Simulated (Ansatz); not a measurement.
CsPbCl₃ (Amm2, No. 38, 10 atoms in the cell; start mp-675524), treated with LDA (Ansatz, a program for electronic structure, PAW).

Run with plane-wave cutoff 520 eV, 6×4×4 k mesh (along the axes of the cell as run), Fermi–Dirac smearing 0.01 eV, scalar-relativistic PAW data made under PBE.

Cell (relaxed at this level):

```yaml
crystal:
  lattice:
    - [5.61894, 0.00000, 0.00000]
    - [0.00000, 5.36778, 5.38805]
    - [0.00000, -5.36778, 5.38805]
  atoms:
    - { symbol: Cs, position: [0.50000, 0.00409, 0.00409] }
    - { symbol: Cs, position: [0.50000, 0.46156, 0.46156] }
    - { symbol: Pb, position: [0.00000, 0.49759, 0.98679] }
    - { symbol: Pb, position: [0.00000, 0.98679, 0.49759] }
    - { symbol: Cl, position: [0.00000, 0.67112, 0.31064] }
    - { symbol: Cl, position: [0.00000, 0.31064, 0.67112] }
    - { symbol: Cl, position: [0.50000, 0.99203, 0.48626] }
    - { symbol: Cl, position: [0.50000, 0.48626, 0.99203] }
    - { symbol: Cl, position: [0.00000, 0.82953, 0.82953] }
    - { symbol: Cl, position: [0.00000, 0.18839, 0.18839] }
```

Problem. Predict the band gap and direct gap at Γ.

Solution. 
* **band gap**: 1.93 eV
* **direct gap at Γ**: 3.52 eV

Spin–orbit coupling is not included; with these elements it can move the gap by several tenths of an eV or more.

Static lattice: no zero-point or thermal effects.

Cost on a shared machine: roughly 70 core-seconds.

A start named mp-… is a Materials Project structure, which need not be a measured phase.
